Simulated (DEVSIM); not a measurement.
System: Ni/Si3N4/p-Ge capacitor, at 300 K.

| layer (left to right) | material | thickness (nm) | Na (cm⁻³) |
|---|---|---|---|
| 1 | Si3N4 | 2.90 | - |
| 2 | Ge | 4600 | 1.7e16 |

Metal gate on the left, work function 5.1 eV. Fixed charge at the semiconductor interface 1.4e11 cm⁻² (in units of +e); no interface traps.

Constants are typed, rounded textbook-type inputs, not results; the design itself was drawn at random and stands for no fabricated device. Values at 300 K.

```
parameter      Si3N4       Ge
-------------  -----  -------
gap (eV)         5.1    0.664
affinity (eV)    2.1        4
permittivity     7.5       16
Nc (cm⁻³)          -  1.04e19
Nv (cm⁻³)          -     6e18
```

DEVSIM, 1D Poisson equation in equilibrium, Boltzmann statistics, complete ionisation; no quantum confinement or tunnelling. Metal contacts follow the ideal Schottky-Mott rule: no Fermi-level pinning, no interface dipoles.

Q: Tabulate band edges, carrier densities and field at 0.85 V on the gate.

A: Energies count from the Fermi level of the right contact; mesh points crowd at the junctions.

| x (μm) | Ec (eV) | Ev (eV) | n (cm⁻³) | p (cm⁻³) | field (V/cm) |
|---|---|---|---|---|---|
| 0.000 | 2.150 | -2.950 | < 1e2 | < 1e2 | 29000 |
| 0.0009372 | 2.153 | -2.947 | < 1e2 | < 1e2 | 29000 |
| 0.002011 | 2.156 | -2.944 | < 1e2 | < 1e2 | 29000 |
| 0.002940 | 0.259 | -0.405 | 4.7e14 | 9.3e11 | 30000 |
| 0.005057 | 0.265 | -0.399 | 3.7e14 | 1.2e12 | 29000 |
| 0.008973 | 0.276 | -0.388 | 2.4e14 | 1.8e12 | 28000 |
| 0.01698 | 0.298 | -0.366 | 1.0e14 | 4.3e12 | 27000 |
| 0.04387 | 0.364 | -0.300 | 8.1e12 | 5.4e13 | 22000 |
| 0.09051 | 0.445 | -0.219 | 3.5e11 | 1.2e15 | 13000 |
| 0.1953 | 0.507 | -0.157 | 3.2e10 | 1.4e16 | 1500 |
| 0.4096 | 0.512 | -0.152 | 2.6e10 | 1.7e16 | ≈ 0 |
| 1.129 | 0.512 | -0.152 | 2.6e10 | 1.7e16 | ≈ 0 |
| 2.380 | 0.512 | -0.152 | 2.6e10 | 1.7e16 | ≈ 0 |
| 3.549 | 0.512 | -0.152 | 2.6e10 | 1.7e16 | ≈ 0 |
| 4.222 | 0.512 | -0.152 | 2.6e10 | 1.7e16 | ≈ 0 |
| 4.423 | 0.512 | -0.152 | 2.6e10 | 1.7e16 | ≈ 0 |
| 4.521 | 0.512 | -0.152 | 2.6e10 | 1.7e16 | ≈ 0 |
| 4.565 | 0.512 | -0.152 | 2.6e10 | 1.7e16 | ≈ 0 |
| 4.590 | 0.512 | -0.152 | 2.6e10 | 1.7e16 | ≈ 0 |
| 4.598 | 0.512 | -0.152 | 2.6e10 | 1.7e16 | ≈ 0 |
| 4.601 | 0.512 | -0.152 | 2.6e10 | 1.7e16 | ≈ 0 |
| 4.603 | 0.512 | -0.152 | 2.6e10 | 1.7e16 | ≈ 0 |
